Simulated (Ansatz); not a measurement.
Consider this model of amorphous Hf18O37H2.

```xyz
57
Lattice="9.0690 0.0000 0.0000 0.0000 9.0690 0.0000 0.0000 0.0000 9.0690" Properties=species:S:1:pos:R:3 pbc="T T T"
Hf     3.6461     6.6164     5.5641
Hf     6.8127     6.6334     6.8385
Hf     4.3660     0.7801     6.1874
Hf     8.3943     3.1490     7.9671
Hf     3.1018     1.7854     2.5733
Hf     1.9509     7.4797     1.9034
Hf     5.5795     3.5294     1.9709
Hf     6.3565     0.6665     0.3749
Hf     7.3423     6.3491     1.0699
Hf     5.2892     3.8636     7.6302
Hf     7.6685     2.1806     4.8065
Hf     0.0815     5.8084     4.7992
Hf     0.3419     8.5801     8.4279
Hf     2.4344     4.6833     0.2668
Hf     1.9312     3.2441     5.9108
Hf     1.1501     9.0659     4.9172
Hf     0.1390     3.8901     2.3015
Hf     6.1857     8.2297     3.9281
O      6.5015     2.8067     0.0693
O      1.6783     5.3129     2.0095
O      0.3110     3.6484     4.3933
O      5.3888     7.9613     6.1245
O      0.2487     1.9449     6.2497
O      2.1816     5.1555     5.3738
O      1.7472     2.8230     1.5304
O      8.5338     4.4641     0.4961
O      3.8090     2.7902     6.6889
O      5.8504     5.4634     2.0693
O      0.2761     7.9868     6.5182
O      4.8962     1.3270     1.7246
O      4.3626     7.3793     3.8187
O      3.0223     6.0186     7.7521
O      3.6089     6.5877     1.0517
O      1.8885     0.1913     2.9048
O      2.5966     1.6362     4.7495
O      7.3458     2.9024     2.8976
O      7.2508     7.9020     8.4732
O      5.2099     5.3613     6.1656
O      5.7758     1.0737     4.6971
O      6.8275     2.9117     6.5733
O      2.0797     8.7318     0.2463
O      0.1940     7.2147     0.8764
O      6.3384     5.4699     8.4752
O      5.0880     0.7174     8.0054
O      1.3589     7.2197     4.0725
O      8.3595     5.6269     2.9040
O      2.8714     8.4848     6.0924
O      7.4024     6.9423     4.8480
O      8.3148     0.4296     4.2145
O      4.1754     3.8155     0.3287
O      8.4175     1.2413     8.8665
O      8.3468     5.1825     6.5974
O      6.6629     8.2079     1.9360
O      4.0896     3.3887     3.2332
O      1.3919     3.6477     7.8622
H      3.4554     6.6753     8.3506
H      4.3761     6.2468     1.5921
```

All values below come from PBE, scalar-relativistic without spin-orbit coupling (plane waves to 420 eV, PAW; Ansatz, a quantum-chemistry and plane-wave program).

Preparation: random packing, a CHGNet melt and quench, and a DFT relaxation. O atoms were pushed apart under 1.9 Å during the dynamics, to hinder bonds among them. The hot cell started wider than the set density and was brought back towards it in steps. It is the lowest in DFT energy of 2 quenches. It is a model cell: composition and starting density were chosen by hand, and all elements were melted together. No dispersion term was used. Its density started from a set value of 8.75 and ended at 8.47 g/cm³. Cooling (nominally 630 K/ps over its main leg) ran many orders faster than in experiment, which tends to leave more defects and strain. A cell of this size samples the disorder only roughly. The volume was free in the relaxation, at fixed shape. Stress components on the final sampling reach 1.4 GPa.

Neighbours within Hf-Hf 3.34 Å, Hf-O 2.62 Å, Hf-H 2.27 Å, O-O 1.58 Å, O-H 1.16 Å, H-H 0.90 Å count as bonded. Two cations that share two anions don't count as bonded, nor two that share one unless they lie closer than Hf-Hf 3.25 Å.

**Question.** Give the coordination numbers, mean bond lengths and angles.

**Answer.** 
```yaml
Mean coordination of Hf by anions: 6.06 (2 with 5, 13 with 6, 3 with 7)
Mean coordination of O: 3.00 (6 with 2, 25 with 3, 6 with 4)
Mean coordination of H: 1.00 (2 with 1)
Mean Hf-O bond: 2.132 Å (spread 0.121 Å, 109 counted)
Mean O-H bond: 0.993 Å (spread 0.005 Å, 2 counted)
Bond angle at Hf: mean 103.0°, spread 28.6°
Bond angle at O: mean 114.9°, spread 17.2°
```

**Question.** List the pairs of like atoms that count as bonded by the rules above.

**Answer.** There are none by these rules.
